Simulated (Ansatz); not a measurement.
Structures of equal composition on the (112) surface of germanium: 1 pair of surface atoms bonded, no caps; unpaired: 0 pairs of surface atoms bonded, no caps. The slabs share one bottom face, and each structure is named by its start. These are constructed structures in small cells; real faces may alloy, dewet or reconstruct in larger ones, and not all known structures of the face are among them. Slabs of about 14 Å with all that they carry, Fermi-Dirac smearing of 0.025 eV. Bottom of the slabs: built like the top, H on every dangling bond, free. Relaxed from the named starts with such symmetry as they have, on meshes of like density; energies extrapolated to zero smearing; no spin-orbit coupling, no U. Spin-polarised runs, if any, are marked in brackets, and their order is one that fits the cell; the others ran without spin. Where a second, spin-polarised start was run, the lower counts.

Computed with r2SCAN, at the PBE geometry (plane waves to 500 eV, PAW; Ansatz, a quantum-chemistry and plane-wave program).

Task: Order them by energy per 1x1 cell (lowest first) at the level r2SCAN, at the PBE geometry.

Result: 1 pair of surface atoms bonded, no caps (0.000 eV), unpaired: 0 pairs of surface atoms bonded, no caps (0.087 eV (1 Ge–Ge bonds formed; like top atoms buckled by 0.7 Å))
